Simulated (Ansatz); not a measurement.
Consider TiC in the rock salt structure (space group Fm-3m, No. 225; a = 4.3278 Å; relaxed with 0.1 eV smearing). Axes: x, y, z lie along the cube axes.

Method: r2SCAN/PAW in Ansatz (a quantum-chemistry and plane-wave program), no spin-orbit coupling.

For the base:

- Volume per atom = 10.13 Å³

Perturbation: compressive biaxial strain of 0.42 % in the plane normal to [111], as in epitaxy on a mismatched substrate; the out-of-plane cell vector and the atoms relax.

Question: How does this affect the in-plane stress?

Answer: The mean in-plane stress (compression positive) amounts to +2.5 GPa.

Question: What does the calculation give for the volume per atom after the change?

Answer: The volume per atom shrinks by 0.06 Å³ (10.13 Å³ → 10.07 Å³).

Stability against distortions was not tested. All final runs are without spin polarisation.
